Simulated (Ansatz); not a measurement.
# By hand: formation energy of ZnCu (CsCl type, Pm-3m) from the elements

Consider the formation energy of ZnCu (CsCl type, Pm-3m) from the elements. Reaction: Zn (hcp) + Cu (fcc) → ZnCu (CsCl type). The sign is products less reactants. The value is per atom of the solid.

ZnCu (CsCl type, Pm-3m), 2 atoms in the cell; spin state with PBE: run without spin. Conventional cell: a = b = c = 2.9640 Å, α = β = γ = 90.00°.

Method: Ansatz (a program for electronic structure), PAW, neutral cells at 0 K with nuclei at rest, on structures from PBE. Ansatz runs with its default PAW set. Other levels take these structures. The lattices are those relaxed with PBE, so at other levels the solids can be strained, which adds to the spread. A dispersion term (D3(BJ), or D4 for r2SCAN) was computed beside these levels and is taken off wherever the name lacks it.

Total energies of the cells in eV, at zero smearing width. They compare only within one column; the weights balance every element.

```json
[
 {"cell": "ZnCu (CsCl type)", "atoms": "2", "weight": "+2", "PBE": "-9944.38423", "PBEsol": "-9869.84999"},
 {"cell": "Zn (hcp)", "atoms": "2", "weight": "−1", "PBE": "-6638.06094", "PBEsol": "-6561.77650"},
 {"cell": "Cu (fcc)", "atoms": "1", "weight": "−2", "PBE": "-6625.17461", "PBEsol": "-6588.75615"}
]
```

PBE: 2 × (-9944.38423) − (-6638.06094) − 2 × (-6625.17461) = -0.358 eV; dividing by 4 atoms gives -0.09 eV/atom.

PBEsol: 2 × (-9869.84999) − (-6561.77650) − 2 × (-6588.75615) = -0.411 eV; dividing by 4 atoms gives -0.10 eV/atom.

What follows from the PBE value: A formula unit of ZnCu has 2 atoms, so it forms with -0.0896 × 2 = -0.179 eV, or -17.3 kJ/mol at 96.485 kJ/mol per eV.
